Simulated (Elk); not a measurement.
# Elk run on Hf₂Ge (I4/mcm, 6 atoms in the cell): self-consistent single point

Method: PBEsol, all-electron FP-LAPW, Elk's shipped species files, LAPW+lo basis (Elk 10.2.4).

The input file:

```
tasks
  0

xctype
  22

rgkmax
  8.0

gmaxvr
  16.0

nxoapwlo
  1

rmtscf
  0.91

stype
  0

swidth
  0.00367493

avec
   -6.1567844058    6.1567844058    4.9521028986
    6.1567844058   -6.1567844058    4.9521028986
    6.1567844058    6.1567844058   -4.9521028986

atoms
  2   : nspecies
  'Hf.in'   : spfname
  4   : natoms; atposl, bfcmt below
  0.3442400000  0.1557600000  0.5000000000    0.0 0.0 0.0
  0.6557600000  0.8442400000  0.5000000000    0.0 0.0 0.0
  0.1557600000  0.6557600000  0.8115200000    0.0 0.0 0.0
  0.8442400000  0.3442400000  0.1884800000    0.0 0.0 0.0
  'Ge.in'   : spfname
  2   : natoms; atposl, bfcmt below
  0.2500000000  0.2500000000  0.0000000000    0.0 0.0 0.0
  0.7500000000  0.7500000000  0.0000000000    0.0 0.0 0.0

ngridk
  5 5 5
```

The program printed (abridged):

```
│ Elk code version 10.2.4 │

All units are atomic (Hartree, Bohr, etc.)

│ Ground-state run starting from atomic densities │

Lattice vectors :
  -6.156784406       6.156784406       4.952102899
   6.156784406      -6.156784406       4.952102899
   6.156784406       6.156784406      -4.952102899

Unit cell volume      :    750.8575354
Brillouin zone volume :   0.3303558954

Muffin-tin inner radius fraction :   0.1000000000E-01

Nuclei treated as point charges

Species :    1 (Hf)
 parameters loaded from : Hf.in
 name : hafnium
 nuclear charge    :   -72.00000000
 electronic charge :    72.00000000
 atomic mass :    325367.3656
 muffin-tin radius :    2.548000000
 number of radial points in muffin-tin :    697
 atomic positions (lattice), magnetic fields (Cartesian) :
   1 :   0.34424000  0.15576000  0.50000000    0.00000000  0.00000000  0.00000000
   2 :  -0.34424000 -0.15576000  0.50000000    0.00000000  0.00000000  0.00000000
   3 :   0.15576000 -0.34424000 -0.18848000    0.00000000  0.00000000  0.00000000
   4 :  -0.15576000  0.34424000  0.18848000    0.00000000  0.00000000  0.00000000

Species :    2 (Ge)
 parameters loaded from : Ge.in
 name : germanium
 nuclear charge    :   -32.00000000
 electronic charge :    32.00000000
 atomic mass :    132414.6195
 muffin-tin radius :    2.184000000
 number of radial points in muffin-tin :    497
 atomic positions (lattice), magnetic fields (Cartesian) :
   1 :   0.25000000  0.25000000  0.00000000    0.00000000  0.00000000  0.00000000
   2 :  -0.25000000 -0.25000000  0.00000000    0.00000000  0.00000000  0.00000000

Total number of atoms per unit cell :    6

Spin treatment :
 spin-unpolarised

Number of Bravais lattice symmetries :   16
Number of crystal symmetries         :   16
Crystal has inversion symmetry
Real symmetric eigensolver will be used

k-point grid :      5     5     5
k-point offset :    0.000000000       0.000000000       0.000000000
   [... lines left out ...]
Maximum (1/2)|G+k|²                   :    5.434126313
Maximum |G| for potential and density :    16.00000000
 potential will be trimmed for |G| > 2 gkmax
Constant for pseudocharge density :   10
Radial integration step length :    4

G-vector grid sizes :     54    54    54
Number of G-vectors :    52053

Maximum angular momentum used for
 APW functions                      :    8
 outer part of muffin-tin           :    6
 inner part of muffin-tin           :    1

Total nuclear charge    :   -352.0000000
Total core charge       :    220.0000000
Total valence charge    :    132.0000000
Total excess charge     :    0.000000000
Total electronic charge :    352.0000000

Effective Wigner radius, rₛ :   0.7985622146

Number of empty states         :   24
Total number of valence states :   90
Total number of core states    :  220

Total number of local-orbitals :  138

Exchange-correlation functional :     22     0     0
 PBEsol, Phys. Rev. Lett. 100, 136406 (2008)
 gradient requirement :    1
 generalised gradient approximation (GGA)

Smearing type :    0
 Gaussian
Smearing width :   0.3674930000E-02
Effective electronic temperature (K) :    1160.451112

Mixing type :    3
 Broyden mixing, J. Phys. A: Math. Gen. 17, L317 (1984)

Kohn-Sham potential initialised from atomic data
│ Self-consistent loop started │
│ Loop number : 1 │
 total energy                :     -64554.0987416
│ Loop number : 2 │
 total energy                :     -64555.4530032
RMS change in Kohn-Sham potential (target) :   0.1733753965     (  0.1000000000E-05)
Absolute change in total energy (target)   :    1.354261671     (  0.1000000000E-03)
│ Loop number : 3 │
 total energy                :     -64557.4444728
RMS change in Kohn-Sham potential (target) :   0.1631462775     (  0.1000000000E-05)
Absolute change in total energy (target)   :    2.330034997     (  0.1000000000E-03)
│ Loop number : 4 │
 total energy                :     -64558.9312364
RMS change in Kohn-Sham potential (target) :   0.1389705025     (  0.1000000000E-05)
Absolute change in total energy (target)   :    2.069272296     (  0.1000000000E-03)
│ Loop number : 5 │
 total energy                :     -64564.6141442
RMS change in Kohn-Sham potential (target) :   0.5804662350E-01 (  0.1000000000E-05)
Absolute change in total energy (target)   :    6.200225925     (  0.1000000000E-03)
   [... lines left out ...]
Absolute change in total energy (target)   :   0.1331530380E-02 (  0.1000000000E-03)
│ Loop number : 14 │
 total energy                :     -64568.7180183
RMS change in Kohn-Sham potential (target) :   0.8148001984E-06 (  0.1000000000E-05)
Absolute change in total energy (target)   :   0.6137990422E-03 (  0.1000000000E-03)
│ Loop number : 15 │
 total energy                :     -64568.7182176
RMS change in Kohn-Sham potential (target) :   0.6528786322E-07 (  0.1000000000E-05)
Absolute change in total energy (target)   :   0.3528120287E-03 (  0.1000000000E-03)
│ Loop number : 16 │
 total energy                :     -64568.7182526
RMS change in Kohn-Sham potential (target) :   0.2949173575E-07 (  0.1000000000E-05)
Absolute change in total energy (target)   :   0.1231307906E-03 (  0.1000000000E-03)
│ Loop number : 17 │
 total energy                :     -64568.7182554
RMS change in Kohn-Sham potential (target) :   0.8914978233E-08 (  0.1000000000E-05)
Absolute change in total energy (target)   :   0.3359285620E-04 (  0.1000000000E-03)
Convergence targets achieved

│ Loop number : 18 │

Energies :
 Fermi                       :     0.393352818785
 sum of eigenvalues          :     -39300.1170429
 electron kinetic            :      71811.7464639
 core electron kinetic       :      69339.6731896
 Coulomb                     :     -135002.210547
 Coulomb potential           :     -109298.047109
 nuclear-nuclear             :     -5163.31764794
 electron-nuclear            :     -150379.738689
 Hartree                     :      20540.8457903
 Madelung                    :     -80353.1869927
 xc potential                :     -1813.81639782
 exchange                    :     -1355.34420246
 correlation                 :     -22.9099705489
 total energy                :     -64568.7182563

Density of states at Fermi energy :    67.20977624
 (states/Hartree/unit cell)

Estimated indirect band gap :   0.4710831490E-02
 from k-point     10 to k-point      3
Estimated direct band gap   :   0.5678849750E-02
 at k-point      4

Charges :
 core                        :    220.0000000
 valence                     :    132.0000000
 interstitial                :    12.26515209
 muffin-tins (core leakage)
  species :    1 (Hf)
   atom    1                 :    69.82765613     (  0.2313550766E-05)
   atom    2                 :    69.82765613     (  0.2313550766E-05)
   atom    3                 :    69.82765613     (  0.2313550766E-05)
   atom    4                 :    69.82765613     (  0.2313550766E-05)
  species :    2 (Ge)
   atom    1                 :    30.21211170     (  0.1167086195E-02)
   atom    2                 :    30.21211170     (  0.1167086195E-02)
 total in muffin-tins        :    339.7348479
 total calculated charge     :    351.9753675
 total charge                :    352.0000000
 error                       :   0.2463245103E-01

│ Self-consistent loop stopped │
```

The run converged in 18 iterations. The count includes the last loop, which Elk runs after its targets are met.

The starting cell comes from a database of computed structures (which also holds hypothetical and non-ambient phases and stackings), without a prior relaxation at this level. Its lattice was rescaled by a random factor within 2.5 % of one. Spin-orbit coupling is off. Values depend on the basis (sphere radii, cutoffs, local orbitals), which need not be converged. The log's line on a gap gives a spacing of levels on this mesh, which the program prints for metals too.

Cost on one core of a shared machine: roughly 70 s.
